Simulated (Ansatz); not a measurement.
The reference is a 16-atom supercell of SiC (space group P6_3mc, No. 186; a = 3.078 Å, c = 10.077 Å) at its relaxed geometry.

Level of theory: DFT with r2SCAN, PAW potentials and a 500 eV plane-wave cutoff in Ansatz (a program for electronic structure), spin-orbit coupling left out, earlier PAW set.

One neutral defect a cell, atoms relaxed at fixed cell.

One change was made to it. Results:

The pressure goes from zero to -11.6 GPa; the largest displacement of a host atom from its site in the perfect cell is 0.20 Å.

Q: Name the change that was made.
A) H interstitial (started 1.97 Å from the nearest host atom), symmetric start
B) Re on a Si site
C) C on a Si site (antisite)

A: C, C on a Si site (antisite). For comparison, the pressure in the other runs: H interstitial (started 1.97 Å from the nearest host atom), symmetric start gives 2.7 GPa; Re on a Si site gives 8.5 GPa.

The magnetic state is the one reached from the starting moments; the real material's order can differ, and small cells can't hold many antiferromagnetic ones. In so small a cell the defect repeats every few ångströms: this is an ordered compound, not a dilute defect. A case with no gap was solved on a k-mesh chosen for an insulator, which is coarse for it. Defects with a symmetric start kept the site's symmetry and may sit on a saddle; the others started slightly shaken. Starting moments died away, wholly or in part, for C on a Si site (antisite); another magnetic solution may exist.
